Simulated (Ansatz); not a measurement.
# Ag, response to strain

The reference is Ag in the fcc (Cu type) structure (space group Fm-3m, No. 225; a = 4.104 Å; relaxed with 0.1 eV smearing). Axes: x, y, z lie along the cube axes.

Strains are applied to the cell and any free atomic positions relax; under biaxial strain the out-of-plane vector relaxes too.

Calculations: r2SCAN/PAW in Ansatz (a first-principles code), spin-orbit coupling left out.

Notes on the quantities. in-plane stress: mean in-plane stress (compression positive).

| variant | ratio −ε⊥/ε∥ | in-plane stress |
|---|---|---|
| biaxial strain −3.00 %, plane normal [001], relaxed out of plane | 1.45 | +3.4 GPa |
| biaxial strain −2.50 %, plane normal [001], relaxed out of plane | 1.45 | +2.7 GPa |
| biaxial strain −2.00 %, plane normal [001], relaxed out of plane | 1.45 | +2.0 GPa |
| biaxial strain −1.50 %, plane normal [001], relaxed out of plane | 1.46 | +1.4 GPa |
| biaxial strain −1.00 %, plane normal [001], relaxed out of plane | 1.46 | +0.9 GPa |
| biaxial strain −0.50 %, plane normal [001], relaxed out of plane | – | +0.4 GPa |

No phonon test of stability was made.
